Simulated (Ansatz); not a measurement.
## Al2Au: response to strain

Start from Al$_{2}$Au (space group Fm-3m, No. 225; a = 6.0032 Å; relaxed with 0.1 eV smearing). Axes: x, y, z lie along the cube axes.

Strains are applied to the cell and any free atomic positions relax.

Level of theory: DFT with PBEsol, PAW potentials and a 420 eV plane-wave cutoff in Ansatz (a quantum-chemistry and plane-wave program), no spin-orbit coupling.

Candidates:
(a) uniaxial strain ε_zz = +1.00 %
(b) uniaxial strain ε_zz = −1.50 %
(c) uniaxial strain ε_zz = +2.00 %

Notes on the quantities. energy relative to the base: free energy F.

Task: Order them by energy relative to the base, highest first.

Result: (c) uniaxial strain ε_zz = +2.00 % (+3.3 meV/atom), (b) uniaxial strain ε_zz = −1.50 % (+2.0 meV/atom), (a) uniaxial strain ε_zz = +1.00 % (+0.8 meV/atom)

Stability against distortions was not tested.
